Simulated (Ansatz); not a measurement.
The parent structure is ZnS in the zinc blende structure (space group F-43m, No. 216; a = 5.3566 Å).

Structures relaxed with PBEsol/PAW in Ansatz (a first-principles code), scalar-relativistic without spin-orbit coupling.

Base:

Simulated powder pattern, Cu Kα, λ = 1.54184 Å (kinematic, ideal powder, no thermal factors, no anomalous dispersion; the 14 strongest lines at most, above 2 %, up to 2θ = 90°):

```csv
2θ (°),I/Imax (%),hkl
28.87,100,(111)
33.46,12,(200)
48.04,60,(220)
57.02,41,(311)
59.81,3.1,(222)
70.29,9.0,(400)
77.71,15,(331)
80.13,3.5,(420)
89.67,19,(422)
```

Perturbation: an isotropic linear strain of +3.00 %; the atoms relax in the strained cell.

Task: Where do the lines fall after the change?

Result: 
Simulated powder pattern, Cu Kα, λ = 1.54184 Å (kinematic, ideal powder, no thermal factors, no anomalous dispersion; the 14 strongest lines at most, above 2 %, up to 2θ = 90°):

```json
[
 {"2θ (°)": "28.01", "d (Å)": "3.185", "I/Imax (%)": "100", "hkl": "(111)"},
 {"2θ (°)": "32.46", "d (Å)": "2.759", "I/Imax (%)": "12", "hkl": "(200)"},
 {"2θ (°)": "46.56", "d (Å)": "1.951", "I/Imax (%)": "62", "hkl": "(220)"},
 {"2θ (°)": "55.22", "d (Å)": "1.664", "I/Imax (%)": "41", "hkl": "(311)"},
 {"2θ (°)": "57.90", "d (Å)": "1.593", "I/Imax (%)": "3.2", "hkl": "(222)"},
 {"2θ (°)": "67.96", "d (Å)": "1.379", "I/Imax (%)": "9.3", "hkl": "(400)"},
 {"2θ (°)": "75.04", "d (Å)": "1.266", "I/Imax (%)": "16", "hkl": "(331)"},
 {"2θ (°)": "77.35", "d (Å)": "1.234", "I/Imax (%)": "3.6", "hkl": "(420)"},
 {"2θ (°)": "86.40", "d (Å)": "1.126", "I/Imax (%)": "19", "hkl": "(422)"}
]
```

The indices refer to the base's conventional cell; one index is shown for lines that coincide.

No phonon test of stability was made.
